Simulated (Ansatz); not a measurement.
**What Fe interstitial (started 1.59 Å from the nearest host atom), symmetric start does to FeSi**

The parent structure is a 24-atom supercell of FeSi (space group P2_13, No. 198; a = 4.404 Å; non-magnetic) at its relaxed geometry.

Now apply this change: a neutral Fe interstitial (started 1.59 Å from the nearest host atom), symmetric start, atoms relaxed at fixed cell.

Calculations: Ansatz (an electronic-structure program), PBEsol, PAW, cutoff 420 eV, spin-orbit coupling left out. Γ-centred 5×6×6 mesh, Fermi–Dirac width 0.01 eV.

The gap of the supercell changes from 0.14 eV to zero and the total moment of the cell amounts to 4.0 μB. The largest displacement of a host atom from its site in the perfect cell amounts to 0.44 Å and the final site of the added atom amounts to 3 Si at 2.00 Å and 4 Fe at 2.08–2.37 Å.

Other magnetic orders, which the real material may have, were not ruled out. In so small a cell the defect repeats every few ångströms: this is an ordered compound, not a dilute defect. The defect started on the symmetric site and kept its symmetry, so it may sit on a saddle. Seeded moments were not kept for the base. Spin-polarised in the final run: Fe interstitial (started 1.59 Å from the nearest host atom); the other runs are not. The defect cell is spin-polarised and ends with 4.0 μB. The zero or small gap of FeSi can change with the level of theory.
